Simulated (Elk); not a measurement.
# Worked example: self-consistent single point of RbSr₃ (I4/mmm, 4 atoms in the cell) in Elk

Method: Elk with PBEsol, all-electron FP-LAPW, Elk's shipped species files, default APW+lo basis.

Input:

```
tasks
  0

xctype
  22

swidth
  0.00367493

maxscl
  100

scale
  14.60816655

avec
   -0.3998093825    0.3998093825    0.8248059865
    0.3998093825   -0.3998093825    0.8248059865
    0.3998093825    0.3998093825   -0.8248059865

sppath
  './'

atoms
  2
  'Rb.in'
  1
  0.0000000000  0.0000000000  0.0000000000    0.0 0.0 0.0
  'Sr.in'
  3
  0.7500000000  0.2500000000  0.5000000000    0.0 0.0 0.0
  0.2500000000  0.7500000000  0.5000000000    0.0 0.0 0.0
  0.5000000000  0.5000000000  0.0000000000    0.0 0.0 0.0

ngridk
  5 5 5
```

The program printed (abridged):

```
│ Elk code version 10.2.4 │

All units are atomic (Hartree, Bohr, etc.)

│ Ground-state run starting from atomic densities │

Lattice vectors :
  -5.840482048       5.840482048       12.04890322
   5.840482048      -5.840482048       12.04890322
   5.840482048       5.840482048      -12.04890322

Unit cell volume      :    1644.011663
Brillouin zone volume :   0.1508810546

Muffin-tin inner radius fraction :   0.1000000000E-01

Nuclei treated as point charges

Species :    1 (Rb)
 parameters loaded from : Rb.in
 name : rubidium
 nuclear charge    :   -37.00000000
 electronic charge :    37.00000000
 atomic mass :    155798.2684
 muffin-tin radius :    2.600000000
 number of radial points in muffin-tin :    597
 atomic positions (lattice), magnetic fields (Cartesian) :
   1 :   0.00000000  0.00000000  0.00000000    0.00000000  0.00000000  0.00000000

Species :    2 (Sr)
 parameters loaded from : Sr.in
 name : strontium
 nuclear charge    :   -38.00000000
 electronic charge :    38.00000000
 atomic mass :    159721.4890
 muffin-tin radius :    2.600000000
 number of radial points in muffin-tin :    597
 atomic positions (lattice), magnetic fields (Cartesian) :
   1 :  -0.25000000  0.25000000  0.50000000    0.00000000  0.00000000  0.00000000
   2 :   0.25000000 -0.25000000  0.50000000    0.00000000  0.00000000  0.00000000
   3 :   0.50000000  0.50000000  0.00000000    0.00000000  0.00000000  0.00000000

Total number of atoms per unit cell :    4

Spin treatment :
 spin-unpolarised

Number of Bravais lattice symmetries :   16
Number of crystal symmetries         :   16
Crystal has inversion symmetry
Real symmetric eigensolver will be used

k-point grid :      5     5     5
k-point offset :    0.000000000       0.000000000       0.000000000
k-point set is reduced with full crystal symmetry group
Total number of k-points :       18

Muffin-tin radius times maximum |G+k| :    7.000000000
 using average radius
Maximum |G+k| for APW functions       :    2.692307692
Maximum (1/2)|G+k|²                   :    3.624260355
Maximum |G| for potential and density :    12.00000000
 potential will be trimmed for |G| > 2 gkmax
Constant for pseudocharge density :    8
Radial integration step length :    4

G-vector grid sizes :     56    56    56
Number of G-vectors :    47919

Maximum angular momentum used for
 APW functions                      :    8
 outer part of muffin-tin           :    6
 inner part of muffin-tin           :    1

Total nuclear charge    :   -151.0000000
Total core charge       :    112.0000000
Total valence charge    :    39.00000000
Total excess charge     :    0.000000000
Total electronic charge :    151.0000000

Effective Wigner radius, rₛ :    1.374927439

Number of empty states         :   16
Total number of valence states :   36
Total number of core states    :  112

Total number of local-orbitals :   32

Exchange-correlation functional :     22     0     0
 PBEsol, Phys. Rev. Lett. 100, 136406 (2008)
 gradient requirement :    1
 generalised gradient approximation (GGA)

Smearing type :    3
 Fermi-Dirac
Smearing width :   0.3674930000E-02
Effective electronic temperature (K) :    1160.451112

Mixing type :    3
 Broyden mixing, J. Phys. A: Math. Gen. 17, L317 (1984)

Kohn-Sham potential initialised from atomic data

│ Self-consistent loop started │
│ Loop number : 1 │
 total energy                :     -12518.0843515
│ Loop number : 2 │
 total energy                :     -12518.0562636
RMS change in Kohn-Sham potential (target) :   0.9344449101E-01 (  0.1000000000E-05)
Absolute change in total energy (target)   :   0.2808787707E-01 (  0.1000000000E-03)
│ Loop number : 3 │
 total energy                :     -12517.0711795
RMS change in Kohn-Sham potential (target) :   0.7153271780E-01 (  0.1000000000E-05)
Absolute change in total energy (target)   :   0.9921060186     (  0.1000000000E-03)
│ Loop number : 4 │
 total energy                :     -12515.1770680
RMS change in Kohn-Sham potential (target) :   0.3218887336E-01 (  0.1000000000E-05)
Absolute change in total energy (target)   :    2.142138033     (  0.1000000000E-03)
│ Loop number : 5 │
 total energy                :     -12514.0843833
RMS change in Kohn-Sham potential (target) :   0.1017993401E-01 (  0.1000000000E-05)
Absolute change in total energy (target)   :    1.628219162     (  0.1000000000E-03)
│ Loop number : 6 │
 total energy                :     -12513.6960278
RMS change in Kohn-Sham potential (target) :   0.2403022087E-02 (  0.1000000000E-05)
Absolute change in total energy (target)   :   0.7954103292     (  0.1000000000E-03)
│ Loop number : 7 │
 total energy                :     -12513.5752752
RMS change in Kohn-Sham potential (target) :   0.9485368508E-04 (  0.1000000000E-05)
Absolute change in total energy (target)   :   0.3196051890     (  0.1000000000E-03)
│ Loop number : 8 │
 total energy                :     -12513.5721272
RMS change in Kohn-Sham potential (target) :   0.5488565610E-04 (  0.1000000000E-05)
Absolute change in total energy (target)   :   0.8304927509E-01 (  0.1000000000E-03)
│ Loop number : 9 │
 total energy                :     -12513.5680513
RMS change in Kohn-Sham potential (target) :   0.6525458121E-05 (  0.1000000000E-05)
Absolute change in total energy (target)   :   0.2483823822E-01 (  0.1000000000E-03)
│ Loop number : 10 │
 total energy                :     -12513.5678453
RMS change in Kohn-Sham potential (target) :   0.2087840557E-05 (  0.1000000000E-05)
Absolute change in total energy (target)   :   0.6415544773E-02 (  0.1000000000E-03)
│ Loop number : 11 │
 total energy                :     -12513.5678094
RMS change in Kohn-Sham potential (target) :   0.4331075111E-06 (  0.1000000000E-05)
Absolute change in total energy (target)   :   0.1639793074E-02 (  0.1000000000E-03)
│ Loop number : 12 │
 total energy                :     -12513.5678084
RMS change in Kohn-Sham potential (target) :   0.2388225794E-06 (  0.1000000000E-05)
Absolute change in total energy (target)   :   0.4109201473E-03 (  0.1000000000E-03)
│ Loop number : 13 │
 total energy                :     -12513.5678039
RMS change in Kohn-Sham potential (target) :   0.2965411885E-07 (  0.1000000000E-05)
Absolute change in total energy (target)   :   0.1072434807E-03 (  0.1000000000E-03)
│ Loop number : 14 │
 total energy                :     -12513.5678036
RMS change in Kohn-Sham potential (target) :   0.1757754646E-07 (  0.1000000000E-05)
Absolute change in total energy (target)   :   0.2714363472E-04 (  0.1000000000E-03)
Convergence targets achieved

│ Loop number : 15 │

Energies :
 Fermi                       :     0.942682434466E-01
 sum of eigenvalues          :     -7385.15965205
 electron kinetic            :      12882.3097975
 core electron kinetic       :      12703.7485764
 Coulomb                     :     -24987.0992747
 Coulomb potential           :     -19730.9454225
 nuclear-nuclear             :     -1000.13660129
 electron-nuclear            :     -28242.9799243
 Hartree                     :      4256.01725088
 Madelung                    :     -15121.6265634
 xc potential                :     -536.524026987
 exchange                    :     -400.321414737
 correlation                 :     -8.45132336367
 electron entropic           :    -0.558974279629E-02
 total energy                :     -12513.5678051

Density of states at Fermi energy :    123.1199132
 (states/Hartree/unit cell)

Estimated indirect band gap :   0.7394352059E-03
 from k-point      5 to k-point     16
Estimated direct band gap   :   0.4567427318E-02
 at k-point      7

Charges :
 core                        :    112.0000000
 valence                     :    39.00000000
 interstitial                :    7.955926989
 muffin-tins (core leakage)
  species :    1 (Rb)
   atom    1                 :    35.39312086     (  0.9346853017E-04)
  species :    2 (Sr)
   atom    1                 :    35.88377985     (  0.2877831144E-04)
   atom    2                 :    35.88377985     (  0.2877831144E-04)
   atom    3                 :    35.88339245     (  0.2877691582E-04)
 total in muffin-tins        :    143.0440730
 total calculated charge     :    151.0136770
 total charge                :    151.0000000
 error                       :   0.1367697335E-01

│ Self-consistent loop stopped │
```

The run converged in 15 iterations. The count includes the last loop, which Elk runs after its targets are met.

The starting cell comes from a database of computed structures (which also holds hypothetical and non-ambient phases and stackings), without a prior relaxation at this level. Values depend on the basis (sphere radii, cutoffs, local orbitals), which need not be converged. The log's line on a gap gives a spacing of levels on this mesh, which the program prints for metals too.
